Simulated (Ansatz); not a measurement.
Consider AlCo in the CsCl type structure (space group Pm-3m, No. 221; a = 2.824 Å; weakly magnetic (sensitive to the mesh)).

Method: plane-wave PAW DFT at the r2SCAN level (Ansatz, a program for electronic structure, 500 eV), no SOC.

It is then changed as follows: full substitution Co → Ni; the structure is relaxed again.

Measured lattice parameter a: AlCo 2.861 Å (room temperature; as listed in Yamada, Ryo, Mohri, Tetsuo, arXiv (2019)); AlNi 2.882 Å (static lattice; corrected from measurement; as listed in H. Levämäki et al., Physical Review B (2014)).

**Question.** How well does r2SCAN reproduce the measured shift?

**Answer.** With r2SCAN the lattice parameter a moves by +0.039 Å (2.824 → 2.863) against +0.021 Å measured. The two measured values stand on different bases (one corrected, one not), which blurs small differences.

Other magnetic orders, which the real material may have, were not ruled out. Stability against distortions was not tested. Starting moments died away, wholly or in part, for Co → Ni and the base; another magnetic solution may exist. Spin-polarised in the final run: base; the other runs are not.
